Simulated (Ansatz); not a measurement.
Ansatz (an electronic-structure program) run on TlIO₃ (R3m, 5 atoms in the cell): self-consistent single point.

Method of the run: PBEsol, default PAW files made with PBE (plane waves; Ansatz).

The change in words: lattice scaled by 0.98; kpoints.mp_grid.grid: 6 6 6 → 14 14 14. Reference geometry:
```
TlIO3
1.0
    3.16025     1.82457     2.66340
   -3.16025     1.82457     2.66340
    0.00000    -3.64914     2.66340
Tl I O
1 1 3
Direct
  0.01501   0.01501   0.01501
  0.50186   0.50186   0.50186
  0.90328   0.46189   0.46189
  0.46189   0.90328   0.46189
  0.46189   0.46189   0.90328
```

Reference input (self-consistent single point, DFT, PBEsol, plane waves, default PAW files made with PBE): basis.ecutwfc = 420 eV; kpoints.mp_grid.grid = 6 6 6; hamiltonian.xc = pbesol; hamiltonian.pseudopotentials = {kind: paw} (the program's default PAW files); scf.occupations.method = fermi_dirac; scf.occupations.width = 0.02 eV. This run's input differs from it in these lines:

Ansatz 0.2 input:
```diff
@@ -2,5 +2,5 @@
   lattice:
-    - [3.160247, 1.824569, 2.663399]
-    - [-3.160247, 1.824569, 2.663399]
-    - [0.000000, -3.649140, 2.663399]
+    - [3.097042, 1.788078, 2.610131]
+    - [-3.097042, 1.788078, 2.610131]
+    - [0.000000, -3.576157, 2.610131]
   atoms:
@@ -14,3 +14,3 @@
 kpoints:
-  mp_grid: { grid: [6, 6, 6] }
+  mp_grid: { grid: [14, 14, 14] }
 hamiltonian:
```

Output (repeated stretches shortened):

```
SCF iter   1: F=—  HF=-20405.542141 eV  |F-HF|=—  |Δ(HF+E_count)|=         —  Δρ=1.47e-2  dr2=1.62e-1  ethr=1.77e-3  ⟨swp⟩=8.2  Hψ=44185  notcnv=0
all-band conjugate gradients solve this SCF's bands
preconditioner: auto → Resta (q_TF=auto, 2.472 Å⁻¹)
SCF iter   2: F=—  HF=-20405.501561 eV  |F-HF|=—  |Δ(HF+E_count)|=   4.06e-2  Δρ=3.27e-3  dr2=4.81e-3  ethr=3.37e-4  ⟨swp⟩=3.0  Hψ=17679  notcnv=0  defer=288
   [... lines left out ...]
SCF iter   4: F=—  HF=-20405.500834 eV  |F-HF|=—  |Δ(HF+E_count)|=   5.02e-5  Δρ=2.51e-4  dr2=6.10e-5  ethr=2.23e-6  ⟨swp⟩=3.0  Hψ=15172  notcnv=0  defer=288
SCF iter   5: F=—  HF=-20405.500690 eV  |F-HF|=—  |Δ(HF+E_count)|=   1.45e-4  Δρ=5.39e-5  dr2=3.68e-6  ethr=1.27e-7  ⟨swp⟩=2.4  Hψ=11940  notcnv=0  defer=288
SCF iter   6: F=—  HF=-20405.500691 eV  |F-HF|=—  |Δ(HF+E_count)|=   1.40e-6  Δρ=1.47e-5  dr2=2.13e-7  ethr=7.66e-9  ⟨swp⟩=2.0  Hψ=15046  notcnv=0  defer=288
SCF iter   7: F=-20405.500691 eV  HF=-20405.500691 eV  |F-HF|=1.27e-8  |Δ(HF+E_count)|=   1.77e-7  Δρ=4.03e-6  dr2=1.77e-8  ethr=2.08e-10  ⟨swp⟩=10.4  Hψ=37280  notcnv=0
SCF 1 converged in 7 iterations: F = -20405.500691 eV  dr2 = 1.77e-8
Free energy (F): -20405.500691 eV
Internal energy: -20405.500691 eV  (E = F + TS)
E sigma→0 (E₀):  -20405.500691 eV
Fermi energy:    8.250367 eV
--- Forces (eV/Å), atoms counted from 1 ---
  atom   1  Tl    -0.00000000     0.00000000    -0.07033059
  atom   2  I     -0.00000000     0.00000014    -2.20260124
  atom   3  O      1.20198921     0.69396874     0.75764845
  atom   4  O     -1.20198921     0.69396874     0.75764845
  atom   5  O     -0.00000000    -1.38793763     0.75764832
--- Stress (GPa, compression-positive) ---
        7.018270       0.000000       0.000000
        0.000000       7.018270       0.000000
        0.000000       0.000000       4.628467
  P = ⅓ Tr σ = 6.2217 GPa (62.217 kbar)
  The stress holds the Pulay correction. Without it, at fixed plane waves, as pw.x and ABINIT print it: P = 5.7545 GPa
```

The run converged in 7 iterations. Against the reference run the free energy rises by 19.5 meV/atom, the pressure goes from -0.08 to 6.22 GPa, the largest force goes from 0.354 to 2.203 eV/Å and the gap on the mesh goes from 2.696 to 2.750 eV.

The starting cell comes from a database of computed structures (which also holds hypothetical and non-ambient phases and stackings), without a prior relaxation at this level. Its lattice was rescaled by up to half a per cent. One atom was moved a little off its site on purpose. For this run, on top of that: lattice scaled by 0.98. Spin-orbit coupling is off. With a pressure of about 6 GPa the cell is away from its equilibrium volume at this level. Forces in this geometry exceed 1 eV/Å. Ansatz's pressure includes its estimate of the finite-basis (Pulay) stress.

Cost on one core of a shared machine: roughly 40 s.
